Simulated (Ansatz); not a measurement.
What isotropic strain +0.50 % does to Sn

Start from Sn in the diamond structure (space group Fd-3m, No. 227; a = 6.5402 Å; relaxed with 0.1 eV smearing).

The change: every lattice vector is stretched by 0.50 %; the atoms relax in the strained cell.

Level of theory: PBEsol in Ansatz (plane waves to 420 eV, PAW, no spin-orbit coupling). Γ-centred 15×15×15 mesh, Fermi–Dirac width 0.1 eV.

```csv
quantity,base,changed,shift
volume per atom,34.97 Å³,35.50 Å³,+0.53 Å³
space group,Fd-3m (No. 227),Fd-3m (No. 227),–
shortest interatomic distance,2.832 Å,2.846 Å,+0.014 Å
energy relative to the base (free energy F),0 meV/atom,+1.0 meV/atom,+1.0 meV/atom
pressure,0.0 GPa,-0.6 GPa,-0.6 GPa
band gap,zero,zero,–
```

Final structure:

```xyz
2
Lattice="0.0000 3.2864 3.2864 3.2864 0.0000 3.2864 3.2864 3.2864 0.0000" Properties=species:S:1:pos:R:3 pbc="T T T"
Sn     0.0000     0.0000     0.0000
Sn     1.6432     1.6432     1.6432
```

Whether these cells are dynamically stable was not tested.

Ansatz is a quantum-chemistry and plane-wave program.
